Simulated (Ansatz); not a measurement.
Input and output of a self-consistent single point for Cl₂ (Cmce, 4 atoms in the cell) (Ansatz, a program for electronic structure).

Level of theory: PBEsol, default PAW files made with PBE (plane waves; Ansatz).

```xyz
4
Lattice="3.2642 -2.0575 0.0000 3.2642 2.0575 0.0000 0.0000 0.0000 8.4024" Properties=species:S:1:pos:R:3 pbc="T T T"
Cl     3.2642    -1.5862     5.0814
Cl     3.2642     1.5862     3.3210
Cl     3.2642    -0.4712     0.8802
Cl     3.2642     0.4712     7.5222
```

Reference input (self-consistent single point, DFT, PBE, plane waves, default PAW files): basis.ecutwfc = 420 eV; kpoints.mp_grid.grid = 9 9 4; hamiltonian.xc = pbe; hamiltonian.pseudopotentials = {kind: paw} (the program's default PAW files); scf.occupations.method = fermi_dirac; scf.occupations.width = 0.02 eV. This run's input differs from it in these lines:

Ansatz 0.2 input:
```diff
@@ -16,3 +16,3 @@
 hamiltonian:
-  xc: pbe
+  xc: pbesol
   pseudopotentials: { kind: paw }
```

Output, abridged:

```
SCF iter   1: F=—  HF=-4243.191312 eV  |F-HF|=—  |Δ(HF+E_count)|=         —  Δρ=3.56e-3  dr2=1.37e-2  ethr=1.77e-3  ⟨swp⟩=6.9  Hψ=7846  notcnv=0
all-band conjugate gradients solve this SCF's bands
preconditioner: auto → Resta (q_TF=auto, 2.163 Å⁻¹)
SCF iter   2: F=—  HF=-4243.189243 eV  |F-HF|=—  |Δ(HF+E_count)|=   2.07e-3  Δρ=1.73e-3  dr2=3.11e-3  ethr=4.90e-5  ⟨swp⟩=2.4  Hψ=2889  notcnv=0
SCF iter   3: F=—  HF=-4243.189238 eV  |F-HF|=—  |Δ(HF+E_count)|=   5.12e-6  Δρ=2.81e-4  dr2=8.59e-5  ethr=1.11e-5  ⟨swp⟩=2.8  Hψ=2613  notcnv=0
SCF iter   4: F=—  HF=-4243.189305 eV  |F-HF|=—  |Δ(HF+E_count)|=   6.75e-5  Δρ=8.31e-5  dr2=7.03e-6  ethr=3.07e-7  ⟨swp⟩=2.0  Hψ=2130  notcnv=0
SCF iter   5: F=—  HF=-4243.189317 eV  |F-HF|=—  |Δ(HF+E_count)|=   1.18e-5  Δρ=1.69e-5  dr2=2.79e-7  ethr=2.51e-8  ⟨swp⟩=2.0  Hψ=2100  notcnv=0
SCF iter   6: F=-4243.189318 eV  HF=-4243.189318 eV  |F-HF|=4.60e-8  |Δ(HF+E_count)|=   1.01e-6  Δρ=3.59e-6  dr2=1.32e-8  ethr=3.57e-10  ⟨swp⟩=5.7  Hψ=6170  notcnv=0
SCF 1 converged in 6 iterations: F = -4243.189318 eV  dr2 = 1.32e-8
Free energy (F): -4243.189318 eV
Internal energy: -4243.189318 eV  (E = F + TS)
E sigma→0 (E₀):  -4243.189318 eV
Fermi energy:    1.885740 eV
--- Forces (eV/Å), atoms counted from 1 ---
  atom   1  Cl    -0.00000000     0.12467761     0.29916764
  atom   2  Cl     0.00000000    -0.12467761    -0.29916764
  atom   3  Cl    -0.00000000    -0.12467761     0.29916764
  atom   4  Cl     0.00000000     0.12467761    -0.29916764
--- Stress (GPa, compression-positive) ---
        0.177283       0.000000      -0.000000
        0.000000      -0.183954       0.000000
       -0.000000       0.000000       0.143383
  P = ⅓ Tr σ = 0.0456 GPa (0.456 kbar)
  The stress holds the Pulay correction. Without it, at fixed plane waves, as pw.x and ABINIT print it: P = 0.0431 GPa
```

The run converged in 6 iterations. Against the reference run the pressure goes from 1.68 to 0.05 GPa, the largest force goes from 0.469 to 0.324 eV/Å and the gap on the mesh goes from 2.265 to 2.193 eV.

The starting cell comes from a database of computed structures (which also holds hypothetical and non-ambient phases and stackings), without a prior relaxation at this level. Ansatz's pressure includes its estimate of the finite-basis (Pulay) stress.
